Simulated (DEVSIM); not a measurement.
Device: abrupt Si n-p junction, at 300 K.

Layer 1 from the left is Si, thickness (μm) 14.0, Nd (cm⁻³) 2.3e18, τn (s) 7.5e-7, τp (s) 7.5e-7. Layer 2 from the left is Si, thickness (μm) 0.310, Na (cm⁻³) 4.8e12, τn (s) 7.5e-7, τp (s) 7.5e-7.

Left contact: ohmic. Right contact: ohmic. Voltage is applied to the left contact. Recombination: SRH at mid-gap, Auger. Gap narrowing is on: ΔEg = 6.92 meV × (l + √(l² + 0.5)), l = ln(N/1.3e17 cm⁻³), shared equally by both band edges. Mobility is μmin + (μ − μmin)/(1 + (N/Nref)^α).

This is a model device: material constants are rounded textbook-type values typed into the input, and sizes, dopings and lifetimes were drawn at random. Values at 300 K.

Si: gap (eV) 1.124, affinity (eV) 4.05, permittivity 11.7, Nc (cm⁻³) 2.86e19, Nv (cm⁻³) 3.1e19, μn (cm²/Vs) 1417, μp (cm²/Vs) 470, μn,min 52, μp,min 45, Nref,n 9.7e16, Nref,p 2.2e17, αn 0.68, αp 0.72, Cn (cm⁶/s) 2.8e-31, Cp (cm⁶/s) 9.9e-32.

Model (solved in DEVSIM): 1D drift-diffusion, Boltzmann statistics, complete ionisation; no tunnelling, impact ionisation, image-force lowering or self-heating.

What does the simulation give for the largest field in the device at zero bias, the dark forward voltage at 100 A/cm², the dark forward voltage at 1 A/cm², the potential step across the device at zero bias?

largest field in the device at zero bias 65000 V/cm; dark forward voltage at 100 A/cm² 0.402 V; dark forward voltage at 1 A/cm² 0.256 V; potential step across the device at zero bias 0.633 V.
